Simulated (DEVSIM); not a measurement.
Device: Schottky contact on n-type GaN, at 350 K.

Layer 1 from the left is GaN, thickness (μm) 1.90, Nd (cm⁻³) 2.7e15, τn (s) 7.6e-9, τp (s) 7.6e-9. Layer 2 from the left is GaN, thickness (μm) 30.0, Nd (cm⁻³) 1.2e18, τn (s) 7.6e-9, τp (s) 7.6e-9.

Left contact: Schottky, work function 5.74 eV, emission velocity 3.4e6 cm/s. Right contact: ohmic. Voltage is applied to the left contact. Recombination: SRH at mid-gap, radiative, Auger. Mobility is constant in doping.

Constants are typed, rounded textbook-type inputs, not results; the design itself was drawn at random and stands for no fabricated device. Values at 300 K; Nc and Nv go as T^1.5, mobilities as T to minus their exponent, the gap by Varshni's rule with the affinity fixed.

GaN: gap (eV) 3.43, affinity (eV) 4.1, permittivity 9.5, Nc (cm⁻³) 2.3e18, Nv (cm⁻³) 4.6e19, μn (cm²/Vs) 1200, μp (cm²/Vs) 100, T exponent of μn 1.5, T exponent of μp 2, B (cm³/s) 1e-11, Cn (cm⁶/s) 1e-30, Cp (cm⁶/s) 1e-30, Varshni α (eV/K) 0.00091, Varshni β (K) 830.

Model (solved in DEVSIM): 1D drift-diffusion, Boltzmann statistics, complete ionisation; no tunnelling, impact ionisation, image-force lowering or self-heating. Metal contacts follow the ideal Schottky-Mott rule: no Fermi-level pinning, no interface dipoles.

Dark forward current:

| |V| (V) | |J| (A/cm²) |
|---|---|
| 0.35 | 3.782e-13 |
| 0.40 | 1.980e-12 |
| 0.45 | 1.036e-11 |
| 0.50 | 5.421e-11 |
| 0.55 | 2.835e-10 |
| 0.60 | 1.483e-9 |
| 0.65 | 7.751e-9 |
| 0.70 | 4.050e-8 |
| 0.75 | 2.115e-7 |
| 0.80 | 1.104e-6 |
| 0.85 | 5.759e-6 |
| 0.90 | 3.001e-5 |
| 0.95 | 0.0001562 |
| 1.00 | 0.0008118 |
| 1.05 | 0.004210 |
| 1.10 | 0.02176 |
| 1.15 | 0.1118 |
| 1.20 | 0.5673 |
| 1.25 | 2.771 |
| 1.30 | 12.02 |
| 1.35 | 39.55 |
| 1.40 | 91.81 |
| 1.45 | 163.6 |
| 1.50 | 247.7 |
| 1.55 | 339.6 |
| 1.60 | 436.6 |

Q: Work out the local ideality factor n = ΔV / (kT/q · ln(J2/J1)) between the rows 0.35 and 0.40 V, 1.55 and 1.60 V.

A: kT/q = 30.16 mV. From 0.35 to 0.40 V: ln(1.980e-12/3.782e-13) = 1.655, n = 1.00, near the 1 of diffusion or emission over a barrier. From 1.55 to 1.60 V: ln(436.6/339.6) = 0.251, n = 6.60; the layers' resistance at their doping, Σ W/(qμN) = 0.00048 Ω cm², would take 46 mV of this step of 50 mV.

Q: Estimate the current at 0.80 V for emission alone, J0 = q v N_band exp(−φB/kT), and read the barrier back from the simulated current.

A: φB = 1.640 eV, N_band = 2.90e18 cm⁻³, J0 = 3.83e-18 A/cm²; J = J0 (exp(qV/kT) − 1) = 1.27e-6 A/cm². The simulation gives 1.10e-6 A/cm²; the estimate lies 15 % above. Read backwards, the simulated current gives an apparent barrier of 1.644 eV. The estimate leaves out transport through the depletion region and minority injection.
